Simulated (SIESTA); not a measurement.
**Worked example: self-consistent single point of RuAl (Pm-3m, 2 atoms in the cell) in SIESTA**

Computed with GGA PBE, numerical atomic orbitals TZP, PseudoDojo PBE standard norm-conserving potentials (rewritten from UPF to PSML) (SIESTA).

This input was run:

```
# files in the folder: Al.psml Ru.psml (PseudoDojo PBE standard)
SystemName  RuAl
SystemLabel rual

NumberOfAtoms                2
NumberOfSpecies              2
%block ChemicalSpeciesLabel
  1 13 Al
  2 44 Ru
%endblock ChemicalSpeciesLabel
LatticeConstant              1.0 Ang
%block LatticeVectors
     2.991495000    0.000000000    0.000000000
     0.000000000    2.991495000    0.000000000
     0.000000000    0.000000000    2.991495000
%endblock LatticeVectors
AtomicCoordinatesFormat      Fractional
%block AtomicCoordinatesAndAtomicSpecies
     0.500000000    0.500000000    0.500000000  1
     0.000000000    0.000000000    0.000000000  2
%endblock AtomicCoordinatesAndAtomicSpecies

XC.functional                GGA
XC.authors                   PBE
PAO.BasisSize                TZP
PAO.EnergyShift              0.01 Ry
MeshCutoff                   300 Ry
%block kgrid.MonkhorstPack
    9   0   0  0.0
    0   9   0  0.0
    0   0   9  0.0
%endblock kgrid.MonkhorstPack
OccupationFunction           MP
OccupationMPOrder            0
ElectronicTemperature        272.0 meV

MaxSCFIterations             150
SCF.Mixer.Method             Broyden
SCF.Mixer.Weight             0.1
SCF.Mixer.History            8
SCF.DM.Tolerance             1.0E-04
Diag.ParallelOverK           true
WriteForces                  true
```

Output (repeated stretches shortened):

```
reinit: Reading from file input.fdf

reinit: System Name: RuAl
reinit: System Label: rual

coor:   Atomic-coordinates input format  =     Fractional

siesta: Atomic coordinates (Bohr) and species
siesta:      2.82655   2.82655   2.82655  1        1
siesta:      0.00000   0.00000   0.00000  2        2

siesta: System type = bulk

initatomlists: Number of atoms, orbitals, and projectors:      2    42    36

siesta: ******************** Simulation parameters ****************************
redata: Spin configuration                          = none
redata: Time-Reversal Symmetry                      = T
redata: Number of Atomic Species                    =        2
redata: Mesh Cutoff                                 =   300.0000 Ry
redata: Net charge of the system                    =     0.0000 |e|
redata: Min. number of SCF Iter                     =        0
redata: Max. number of SCF Iter                     =      150
redata: SCF convergence failure will abort job
redata: SCF mix quantity                            = Hamiltonian
redata: Mix DM or H after convergence               =   F
redata: Recompute H after scf cycle                 =   F
redata: Mix DM in first SCF step                    =   T
redata: No kicks to SCF
redata: DM Mixing Weight for Kicks                  =     0.5000
redata: Require Harris convergence for SCF          =   F
redata: Harris energy tolerance for SCF             =     0.000100 eV
redata: Require DM convergence for SCF              =   T
redata: DM tolerance for SCF                        =     0.000100
redata: Require EDM convergence for SCF             =   F
redata: EDM tolerance for SCF                       =     0.001000 eV
redata: Require H convergence for SCF               =   T
redata: Hamiltonian tolerance for SCF               =     0.001000 eV
redata: Require (free) Energy convergence for SCF   =   F
redata: (free) Energy tolerance for SCF             =     0.000100 eV
redata: Using DFT-D3 dispersion                     =   F
redata: Using Saved Data (generic)                  =   F
redata: Method of Calculation                       = Diagonalization
redata: Electronic Temperature                      =  3156.4289 K
redata: Number of TDED substeps                     =        3
redata: Dynamics option                             = Single-point calculation
redata: Save all siesta data in one NC              =   F
redata: ***********************************************************************

%block SCF.Mixers
  Broyden
%endblock SCF.Mixers

%block SCF.Mixer.Broyden
  # Mixing method
  method broyden

  # Mixing options
  weight 0.1000
  weight.linear 0.1000
  weight.prime 0.1000
  history 8
%endblock SCF.Mixer.Broyden

DM_history_depth set to one: no extrapolation allowed by default for geometry relaxation
Size of DM history Fstack: 1
Total number of electrons:    19.000000
Total ionic charge:    19.000000

* ProcessorY, Blocksize:    1  43

* Orbital distribution balance (max,min):    42    42

 Kpoints in:          405 . Kpoints trimmed:          365

siesta: k-grid: Number of k-points = 365
siesta: k-points from Monkhorst-Pack grid
siesta: k-cutoff (effective) =    13.462 Ang
siesta: k-point supercell and displacements
siesta: k-grid:     9     0     0      0.000
siesta: k-grid:     0     9     0      0.000
siesta: k-grid:     0     0     9      0.000

diag: Algorithm                                     = D&C
diag: Parallel over k                               =   F
diag: Use parallel 2D distribution                  =   F
diag: Parallel block-size                           = 43
diag: Parallel distribution                         =     1 x     1
diag: Used triangular part                          = Lower
diag: Absolute tolerance                            =  0.100E-15
diag: Orthogonalization factor                      =  0.100E-05
diag: Memory factor                                 =  1.0000

superc: Internal auxiliary supercell:     7 x     7 x     7  =     343
superc: Number of atoms, orbitals, and projectors:    686  14406  12348

                        Single-point calculation

superc: Internal auxiliary supercell:     7 x     7 x     7  =     343
superc: Number of atoms, orbitals, and projectors:    686  14406  12348

outcell: Unit cell vectors (Ang):
        2.991495    0.000000    0.000000
        0.000000    2.991495    0.000000
        0.000000    0.000000    2.991495

outcell: Cell vector modules (Ang)   :    2.991495    2.991495    2.991495
outcell: Cell angles (23,13,12) (deg):     90.0000     90.0000     90.0000
outcell: Cell volume (Ang**3)        :     26.7710
new_DM -- step:     1
Initializing Density Matrix...

Attempting to read DM from file... Failed...
DM filled with atomic data:

InitMesh: MESH = 32 x 32 x 32 = 32768
InitMesh: Mesh cutoff (required, used) =   300.000   316.246 Ry

stepf: Methfessel-Paxton step function
       Using Hermite-Gauss polynomials of order  0

        iscf     Eharris(eV)        E_KS(eV)     FreeEng(eV)     dDmax    Ef(eV) dHmax(eV)
   scf:    1    -2776.071572    -2805.577540    -2805.622367  1.292079 -3.170277 15.966398
   scf:    2    -2814.927702    -2810.669054    -2810.709634  0.200003 -3.917874 10.253488
   scf:    3    -2814.815410    -2814.085408    -2814.148788  0.285081 -5.333856  0.283086
   scf:    4    -2814.092482    -2814.091823    -2814.154618  0.016242 -5.280415  0.392879
   scf:    5    -2814.104800    -2814.099139    -2814.162981  0.049716 -5.323927  0.042188
   scf:    6    -2814.099060    -2814.099114    -2814.162907  0.001414 -5.320901  0.069433
   scf:    7    -2814.099159    -2814.099137    -2814.162938  0.000410 -5.322639  0.060862
   scf:    8    -2814.099179    -2814.099159    -2814.162970  0.000455 -5.324676  0.050741
   scf:    9    -2814.099191    -2814.099176    -2814.162997  0.000470 -5.326803  0.040192
   scf:   10    -2814.099196    -2814.099190    -2814.163031  0.001676 -5.331651  0.017606
   scf:   11    -2814.099167    -2814.099182    -2814.163041  0.000384 -5.334924  0.000117
   scf:   12    -2814.099185    -2814.099184    -2814.163041  0.000023 -5.334970  0.000053

SCF Convergence by DM+H criterion
max |DM_out - DM_in|         :     0.0000230964
max |H_out - H_in|      (eV) :     0.0000530531
SCF cycle converged after 12 iterations

Using DM_out to compute the final energy and forces

siesta: E_KS(eV) =            -2814.0992

siesta: E_KS - E_eggbox =     -2814.0992

siesta: Atomic forces (eV/Ang):
     1    0.000000    0.000000    0.000000
     2    0.000000    0.000000   -0.000000
   Tot    0.000000    0.000000   -0.000000
   Max    0.000000
   Res    0.000000    sqrt( Sum f_i^2 / 3N )
   Max    0.000000    constrained

Stress tensor Voigt[x,y,z,yz,xz,xy] (kbar):      -11.85      -11.85      -11.85        0.00        0.00       -0.00
(Free)E + p*V (eV/cell)    -2813.9650
Target enthalpy (eV/cell)    -2814.1630

siesta: Program's energy decomposition (eV):
siesta: Ebs     =      -527.166874
siesta: Eions   =      4348.665163
siesta: Ena     =       851.377425
siesta: Ekin    =       916.270301
siesta: Enl     =       219.568552
siesta: Eso     =         0.000000
siesta: Edftu   =         0.000000
siesta: DEna    =        42.315343
siesta: DUscf   =         1.316609
siesta: DUext   =         0.000000
siesta: Ex      =      -462.820342
siesta: Ec      =       -33.461908
siesta: Exc     =      -496.282250
siesta: Eharris =     -2814.099185
siesta: Etot    =     -2814.099184
siesta: FreeEng =     -2814.163041

siesta: Stress tensor (static) (eV/Ang**3):
siesta:    -0.007396   -0.000000   -0.000000
siesta:    -0.000000   -0.007396   -0.000000
siesta:     0.000000    0.000000   -0.007396

siesta: Cell volume =         26.771015 Ang**3

siesta: Pressure (static):
siesta:                Solid            Molecule  Units
siesta:           0.00008056          0.00008056  Ry/Bohr**3
siesta:           0.00739648          0.00739648  eV/Ang**3
siesta:          11.85045970         11.85045970  kBar
```

The run converged in 12 iterations.

The starting cell has typed, rounded lattice constants, without a prior relaxation at this level. Its lattice was rescaled by a random factor within 2.5 % of one. Spin polarisation is off. Values carry the incompleteness of an atom-centred basis.

Cost on one core of a shared machine: roughly 2 min.
